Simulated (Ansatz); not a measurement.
# WSe₂ (space group Fm-3m, No. 225; ferromagnetic; a hypothetical phase, not in the database extracts checked)

```cif
data_Se8W4
_chemical_formula_sum 'W4 Se8'
_space_group_name_H-M_alt 'Fm-3m'
_space_group_IT_number 225
_space_group_name_Hall '-F 4 2 3'
_cell_length_a 6.26567
_cell_length_b 6.26567
_cell_length_c 6.26567
_cell_angle_alpha 90.000
_cell_angle_beta 90.000
_cell_angle_gamma 90.000
loop_
_atom_site_label
_atom_site_type_symbol
_atom_site_symmetry_multiplicity
_atom_site_Wyckoff_symbol
_atom_site_fract_x
_atom_site_fract_y
_atom_site_fract_z
_atom_site_occupancy
W1 W 4 a 0.00000 0.00000 0.00000 1
Se1 Se 8 c 0.25000 0.25000 0.25000 1
```
(The calculation used a cell of 3 atoms; values per cell refer to that cell.)

Calculations: plane-wave PAW DFT at the PBE level (Ansatz, a program for electronic structure, 420 eV), no spin-orbit coupling, earlier PAW set. k-mesh 13×13×13 (Γ-centred); smearing 0.05 eV (Fermi–Dirac).

```json
{
  "volume_per_atom": "20.50 Å³",
  "density": "9.23 g/cm³",
  "band_gap": "zero",
  "magnetic_state": "ferromagnetic",
  "total_energy": "-7107.845 eV/atom (σ→0; compares only within this code and set-up)"
}
```

The magnetic state is the one reached from the starting moments; the real material's order can differ, and small cells can't hold many antiferromagnetic ones. Whether these cells are dynamically stable was not tested.
